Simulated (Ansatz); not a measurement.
## Response to strain in Nb5Si3

Take Nb$_{5}$Si$_{3}$ (space group I4/mcm, No. 140; a = 6.549 Å, c = 11.806 Å) as the base. Axes: x, y, z lie along a, b, c of the conventional cell.

Strains are applied to the cell and any free atomic positions relax; under biaxial strain the out-of-plane vector relaxes too.

All numbers come from PBEsol (Ansatz, a program for electronic structure; PAW; 420 eV plane waves; without spin-orbit coupling).

Candidates:
(a) uniaxial strain ε_yy = −2.17 %
(b) biaxial strain −4.76 %, plane normal [001], relaxed out of plane
(c) isotropic strain +0.56 %

Notes on the quantities. energy relative to the base: free energy F.

Task: Order them by energy relative to the base, lowest first.

Result: (c) isotropic strain +0.56 % (+2.8 meV/atom), (a) uniaxial strain ε_yy = −2.17 % (+9.8 meV/atom), (b) biaxial strain −4.76 %, plane normal [001], relaxed out of plane (+101 meV/atom)

Without a gap, meshes like the base's 8×8×8 leave anisotropic stresses uncertain by several tenths of a GPa, and small strain energies with them. Whether these cells are dynamically stable was not tested. The final runs are not spin-polarised.
